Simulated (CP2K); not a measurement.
# Input and output of a self-consistent single point for LiCd₃ (P6_3/mmc, 8 atoms in the cell) (CP2K)

Level of theory: PBEsol, GPW, DZVP-MOLOPT-SR-GTH basis, GTH-PBE potentials (GTH_POTENTIALS) (CP2K).

The input file:

```
&GLOBAL
  PROJECT licd3
  RUN_TYPE ENERGY_FORCE
  PRINT_LEVEL LOW
&END GLOBAL
&FORCE_EVAL
  METHOD Quickstep
  STRESS_TENSOR ANALYTICAL
  &DFT
    BASIS_SET_FILE_NAME BASIS_MOLOPT
    POTENTIAL_FILE_NAME GTH_POTENTIALS
    &QS
      METHOD GPW
      EPS_DEFAULT 1E-10
    &END QS
    &MGRID
      CUTOFF 500
      REL_CUTOFF 50
      NGRIDS 5
    &END MGRID
    &SCF
      SCF_GUESS ATOMIC
      EPS_SCF 1E-7
      MAX_SCF 100
      ADDED_MOS 13
      &DIAGONALIZATION
        ALGORITHM STANDARD
      &END DIAGONALIZATION
      &MIXING
        METHOD BROYDEN_MIXING
        ALPHA 0.3
        NBUFFER 10
      &END MIXING
      &SMEAR ON
        METHOD FERMI_DIRAC
        ELECTRONIC_TEMPERATURE [K] 1578.21
      &END SMEAR
    &END SCF
    &KPOINTS
      SCHEME MONKHORST-PACK 4 4 5
      GAMMA_CENTERED T
    &END KPOINTS
    &XC
      &XC_FUNCTIONAL
        &PBE
          PARAMETRIZATION PBESOL
        &END PBE
      &END XC_FUNCTIONAL
    &END XC
    &PRINT
      &MO
        EIGENVALUES T
        OCCUPATION_NUMBERS T
        NDIGITS 8
        FILENAME mo
        &EACH
          QS_SCF 0
        &END EACH
        ADD_LAST NUMERIC
      &END MO
      &MULLIKEN OFF
      &END MULLIKEN
    &END PRINT
  &END DFT
  &SUBSYS
    &CELL
      ABC 6.11013000 6.11013017 4.84924000
      ALPHA_BETA_GAMMA 90.00000000 90.00000000 119.99999906
      PERIODIC XYZ
    &END CELL
    &COORD
      SCALED
      Li       0.66666700     0.33333300     0.25000000
      Li       0.33333300     0.66666700     0.75000000
      Cd       0.83012000     0.16988000     0.75000000
      Cd       0.16988000     0.83012000     0.25000000
      Cd       0.66024000     0.83012000     0.25000000
      Cd       0.33976000     0.16988000     0.75000000
      Cd       0.83012000     0.66024000     0.75000000
      Cd       0.16988000     0.33976000     0.25000000
    &END COORD
    &KIND Li
      BASIS_SET DZVP-MOLOPT-SR-GTH-q3
      POTENTIAL GTH-PBE-q3
    &END KIND
    &KIND Cd
      BASIS_SET DZVP-MOLOPT-SR-GTH-q12
      POTENTIAL GTH-PBE-q12
    &END KIND
  &END SUBSYS
  &PRINT
    &FORCES ON
    &END FORCES
    &STRESS_TENSOR ON
    &END STRESS_TENSOR
  &END PRINT
&END FORCE_EVAL
```

Output (repeated stretches shortened):

```
 GLOBAL| Method name                                                        CP2K
 GLOBAL| Project name                                                      licd3
 GLOBAL| Run type                                                   ENERGY_FORCE

 TOTAL NUMBERS AND MAXIMUM NUMBERS

  Total number of            - Atomic kinds:                                   2
                             - Atoms:                                          8
                             - Shell sets:                                     8
                             - Shells:                                        50
                             - Primitive Cartesian functions:                 40
                             - Cartesian basis functions:                    192
                             - Spherical basis functions:                    162

  Maximum angular momentum of- Orbital basis functions:                        3
                             - Local part of the GTH pseudopotential:          6
                             - Non-local part of the GTH pseudopotential:      4

 SCF PARAMETERS         Density guess:                                    ATOMIC
                        max_scf:                                             100
                        max_diis:                                              4
                        eps_scf:                                        1.00E-07
                        eps_diis:                                       1.00E-01
                        eps_eigval:                                     1.00E-05
                        level_shift [a.u.]:                             0.000000
                        added MOs                                        13    0
                        Mixing method:                            BROYDEN_MIXING
                                                charge density mixing in g-space
                        Smear method:                                FERMI_DIRAC
                        Electronic temperature [K]:                       1578.2
                        Electronic temperature [a.u.]:                  5.00E-03
                        Accuracy threshold:                             1.00E-10
                        No outer SCF

 Extrapolation method: initial_guess

 Number of electrons:                                                         78
 Number of occupied orbitals:                                                 39
 Number of molecular orbitals:                                                52

 Number of orbital functions:                                                162
 Number of independent orbital functions:                                    162

 SCF WAVEFUNCTION OPTIMIZATION

  Step     Update method      Time    Convergence         Total energy    Change
     1 NoMix/Diag. 0.30E+00      -     0.60440169      -291.4635252191 -2.91E+02
     2 Broy./Diag. 0.30E+00      -     0.08932885      -293.9649246807 -2.50E+00
     3 Broy./Diag. 0.30E+00      -     0.07290531      -291.7949242899  2.17E+00
     4 Broy./Diag. 0.30E+00      -     0.00900510      -290.7774247841  1.02E+00
     5 Broy./Diag. 0.30E+00      -     0.00344665      -290.7511142063  2.63E-02
     6 Broy./Diag. 0.30E+00      -     0.00054699      -290.8024453869 -5.13E-02
     7 Broy./Diag. 0.30E+00      -     0.00018559      -290.8065094744 -4.06E-03
     8 Broy./Diag. 0.30E+00      -     0.00007073      -290.8042664315  2.24E-03
     9 Broy./Diag. 0.30E+00      -     0.00000819      -290.8043219638 -5.55E-05
    10 Broy./Diag. 0.30E+00      -     0.00000456      -290.8044010560 -7.91E-05
    11 Broy./Diag. 0.30E+00      -     0.00000118      -290.8043791144  2.19E-05
    12 Broy./Diag. 0.30E+00      -     0.00000176      -290.8043759484  3.17E-06
    13 Broy./Diag. 0.30E+00      -     0.00000002      -290.8043767600 -8.12E-07

  *** SCF run converged in    13 steps ***

  Electronic density on regular grids:        -77.9999999899        0.0000000101
  Core density on regular grids:               77.9999999903       -0.0000000097
  Total charge density on r-space grids:        0.0000000004
  Total charge density g-space grids:           0.0000000004

  Overlap energy of the core charge distribution:               0.00000000012489
  Self energy of the core charge distribution:               -455.83953852551679
  Core Hamiltonian energy:                                    144.18523227209619
  Hartree energy:                                              63.64648610171297
  Exchange-correlation energy:                                -42.78933168612567
  Electronic entropic energy:                                  -0.00722492224819
  Fermi energy:                                                 0.22825899694329

  Total energy:                                              -290.80437675996023
  Total energy (extrapolated to T->0):                       -290.80076429883616

 ENERGY| Total FORCE_EVAL ( QS ) energy [hartree]           -290.804376855805231

 FORCES| Atomic forces [hartree/bohr]
 FORCES|   Atom     x               y               z               |f|
 FORCES|      1 -1.16461673E-07  1.69477997E-07  8.17617371E-13   2.05635874E-07
 FORCES|      2  1.15587340E-07 -1.67209498E-07 -8.18844686E-13   2.03271861E-07
 FORCES|      3 -2.13620998E-04  1.23349861E-04 -3.06935777E-12   2.46676142E-04
 FORCES|      4  2.13629843E-04 -1.23356360E-04  3.06005151E-12   2.46687051E-04
 FORCES|      5 -2.13545680E-04 -1.23722832E-04  2.85521530E-12   2.46797683E-04
 FORCES|      6  2.13531743E-04  1.23714243E-04 -2.85402385E-12   2.46781319E-04
 FORCES|      7 -3.62455042E-07 -2.46662684E-04 -3.26490865E-12   2.46662951E-04
 FORCES|      8  3.68420311E-07  2.46675503E-04  3.26888285E-12   2.46675778E-04
 FORCES| Sum    -5.41018560E-13  2.82920660E-13 -5.36793272E-15
 FORCES| Total atomic force                                       6.10552206E-13

 STRESS| Analytical stress tensor [bar]
 STRESS|                        x                   y                   z
 STRESS|      x       -1.32389485163E+03   2.55168287180E+00  -5.07127189811E-09
 STRESS|      y        2.55168287180E+00  -1.32066677120E+03  -6.42317583256E-09
 STRESS|      z       -5.07127189811E-09  -6.42317583256E-09  -6.77409567179E+03
 STRESS| 1/3 Trace                                            -3.13955243154E+03
```

The run converged in 13 iterations.

The starting cell comes from a database of computed structures (which also holds hypothetical and non-ambient phases and stackings), without a prior relaxation at this level. Values carry the incompleteness of an atom-centred basis. The potentials were made for another functional than the one used.

Cost on one core of a shared machine: roughly 60 s.
